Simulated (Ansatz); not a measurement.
This concerns the energy of the reaction as written. Reaction: 2 cell B → cell A. Negative: the products are lower in energy.

Cell A: a sheet of composition Pd2, 2 atoms, hexagonal cell of 2.70 Å (6.3 Å²), symmetry P-3m1, 2.3 Å thick under 15 Å of vacuum, in-plane vectors relaxed; planes from bottom to top: Pd × 2; a model cell; spin state with PBE: no moments, k-point mesh 18×18×1.
```yaml
crystal:
  lattice:
    - [2.70028, 0.00000, 0.00000]
    - [-1.35014, 2.33851, 0.00000]
    - [0.00000, 0.00000, 16.86645]
  atoms:
    - { symbol: Pd, position: [0.33333, 0.66667, 0.56927] }
    - { symbol: Pd, position: [0.66667, 0.33333, 0.43073] }
```

Cell B: a sheet of composition Pd, 1 atom, hexagonal cell of 2.63 Å (6.0 Å²), symmetry P6/mmm, 0.0 Å thick under 16 Å of vacuum, in-plane vectors relaxed; planes from bottom to top: Pd; a model cell; spin state with PBE: no moments, k-point mesh 30×30×1.
```
Pd
1.0
    2.63046     0.00000     0.00000
   -1.31523     2.27804     0.00000
    0.00000     0.00000    16.00000
Pd
1
Direct
  0.00000   0.00000   0.50000
```

All numbers come from Ansatz (an electronic-structure program), plane waves with PAW, its default PAW set, cutoff 420 eV. The structures are at rest with PBE. Neutral cells; Fermi-Dirac smearing of at most 0.10 eV in the solids, energies taken to zero width. A dispersion term (D3(BJ), or D4 for r2SCAN) was computed beside these levels and is taken off wherever the name lacks it. No zero-point or thermal terms. Cell A has symmetry P-3m1 and got no random move, so less symmetric positions, which may lie lower, weren't tried. Cell B has symmetry P6/mmm and got no random move, so less symmetric positions, which may lie lower, weren't tried.

Give the value at the level PBE.

-1.07 eV, for 2 cell B → cell A.
